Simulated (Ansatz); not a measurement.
# Hypothetical P6_3/mmc GeS2: response to strain

The reference is GeS2 in the 2H-MoS2 type structure (space group P6_3/mmc, No. 194; a = 3.427 Å, c = 10.622 Å; a hypothetical phase, not in the database extracts checked; layered, stacked along the Cartesian z axis). Axes: x lies along a and z along c of the hexagonal cell.

Strains are applied to the cell and any free atomic positions relax; under biaxial strain the out-of-plane vector relaxes too; under stress the whole cell relaxes.

Level of theory: PBE-D3(BJ), PAW, 420 eV (Ansatz, an electronic-structure program; no spin-orbit coupling).

Notes on the quantities. pressure: mean of the normal stresses, compression positive.

| change | pressure | shortest interatomic distance | space group |
|---|---|---|---|
| base | 0.0 GPa | 2.501 Å | P6_3/mmc (No. 194) |
| biaxial strain −3.47 %, plane normal [001], relaxed out of plane | 4.1 GPa | 2.452 Å | P6_3/mmc (No. 194) |
| biaxial strain −2.80 %, plane normal [001], relaxed out of plane | 3.4 GPa | 2.461 Å | P6_3/mmc (No. 194) |
| biaxial strain −0.84 %, plane normal [001], relaxed out of plane | 1.0 GPa | 2.489 Å | P6_3/mmc (No. 194) |
| isotropic strain −1.15 % | 2.6 GPa | 2.482 Å | P6_3/mmc (No. 194) |
| isotropic strain +0.85 % | -1.6 GPa | 2.516 Å | P6_3/mmc (No. 194) |
| isotropic strain +2.35 % | -4.0 GPa | 2.540 Å | P6_3/mmc (No. 194) |
| uniaxial stress, 1 GPa compression along z | – | 2.502 Å | P6_3/mmc (No. 194) |
| tensor shear ε_yz = +0.28 % | 5.0 GPa | 2.380 Å | C2/m (No. 12) |

Without a gap, meshes like the base's 16×16×5 leave anisotropic stresses uncertain by several tenths of a GPa, and small strain energies with them. Stability under load was not tested beyond the relaxation. All final runs are without spin polarisation. Under tensor shear ε_yz = +0.28 % the cell ends below the base's energy or with stress of the wrong sign: the atoms slid into a distortion or the cell is elastically unstable, so the base is not a stable minimum at this level.
